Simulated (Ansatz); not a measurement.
The parent structure is WC (space group P-6m2, No. 187; a = 2.9220 Å, c = 2.8473 Å).

(Cell as relaxed with PBE.)

Levels (all Ansatz, a first-principles code, PAW, earlier PAW set): PBE (420 eV, spin-orbit coupling left out); r2SCAN (500 eV, scalar-relativistic without spin-orbit coupling).

Each level relaxes its own structure.

| quantity | PBE | r2SCAN |
|---|---|---|
| volume per atom | 10.53 Å³ | … |
| lattice parameter a | 292.2 pm | … |
| lattice parameter c | 284.7 pm | … |
| band gap | zero | … |

Given the PBE results, estimate those of r2SCAN.


- volume per atom, r2SCAN: 10.42 Å³
- lattice parameter a, r2SCAN: 291.3 pm
- lattice parameter c, r2SCAN: 283.7 pm
- band gap, r2SCAN: zero

PBE's volume per atom lies 0.11 Å³ above r2SCAN's (1.0 %); PBE's lattice parameter a lies 0.9 pm above r2SCAN's (0.3 %); PBE's lattice parameter c lies 1.06 pm above r2SCAN's (0.4 %); the two agree on the band gap. Neither level is exact; r2SCAN is the comparison here, not a measurement.

Stability against distortions was not tested. All final runs are without spin polarisation.
